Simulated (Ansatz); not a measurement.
Abridged Ansatz (a first-principles code) output:

```
Pseudopotential: Si, paw, valence charge 4
Pseudopotential: S, paw, valence charge 6
Pseudopotential: Ti, paw, valence charge 12
Crystal: 12 atoms, lattice volume = 173.487 Å³
Basis set: ecut = 420 eV, 3349 PW (Γ), exchange–correlation on 72×72×120 points (8 copies of the dense FFT grid, shifted against one another)
Bands: 56, of which v1, the nominal top of the filled ones, is band 44 counted from 1 (43 counted from 0)
Symmetry: 1 space group operations
k-points: 304 of 600 (time reversal used)
Functional: x = pbesol(κ = 0.804, μ = 0.12345679012345678), c = pbesol(β = 0.046)
SCF iter   1: F=—  HF=-15931.826965 eV  |F-HF|=—  |Δ(HF+E_count)|=         —  Δρ=6.89e-3  dr2=2.04e-1  ethr=1.77e-3  ⟨swp⟩=6.8  Hψ=73869  notcnv=0  defer=2
SCF iter   2: F=—  HF=-15931.810301 eV  |F-HF|=—  |Δ(HF+E_count)|=   1.67e-2  Δρ=3.68e-3  dr2=6.05e-2  ethr=2.32e-4  ⟨swp⟩=1.1  Hψ=19821  notcnv=0  defer=46
SCF 1 converged in 9 iterations: F = -15931.802629 eV  dr2 = 2.26e-10
SCF converged after 9 iterations
Free energy (F): -15931.802629 eV
Internal energy: -15931.765656 eV  (E = F + TS)
E sigma→0 (E₀):  -15931.784142 eV
Entropy (-TS):   -0.036972 eV (-3.081 meV/atom)
Fermi energy:    12.821287 eV
--- Forces (eV/Å), atoms counted from 1 ---
  atom   1  Si    -0.00211882     0.00155377     0.00127059
  atom   2  S     -0.00129089     0.00107775     0.00006808
  atom   3  S      0.00160448    -0.00146205     0.00077768
  atom   4  S      0.00149236    -0.00117382     0.00075467
  atom   5  Si     0.00168921     0.00103583    -0.00059679
  atom   6  Si    -0.00103310    -0.00196518    -0.00048781
  atom   7  S     -0.00191749     0.00208394     0.00093365
  atom   8  Si     0.00081309    -0.00073056    -0.00190218
  atom   9  Ti    -0.00188622     0.00229132    -0.00395623
  atom  10  Ti    -0.00062855     0.00062750     0.00042767
  atom  11  Ti     0.00199443    -0.00144152     0.00125392
  atom  12  Ti     0.00128349    -0.00189896     0.00145580
--- Stress (GPa, compression-positive) ---
       -0.004423       0.000560      -0.009369
        0.000560      -0.004334       0.007956
       -0.009369       0.007956      -0.002523
  P = ⅓ Tr σ = -0.0038 GPa (-0.038 kbar)
```

Task: What was computed, and what are the main results?

Result: TiSiS, 12 atoms in the cell, with Kohn–Sham DFT with the PBEsol functional, run in Ansatz with PAW and 420 eV plane waves, no SOC. The last SCF converged to F = -15931.802629 eV, or -1327.6502 eV per atom, at a pressure of 0.00 GPa. The total energy compares only with runs of the same code, potentials and settings.

These are small ordered cells, not random alloys; other orderings at the same x differ. Stability against distortions was not tested. All final runs are without spin polarisation. The cell was made from TiSi2 by this change: x(S) = 0.5, 12 atoms, P1. Under x(S) = 0.5, 12 atoms, P1 the cell changed shape so far that it is another structure.
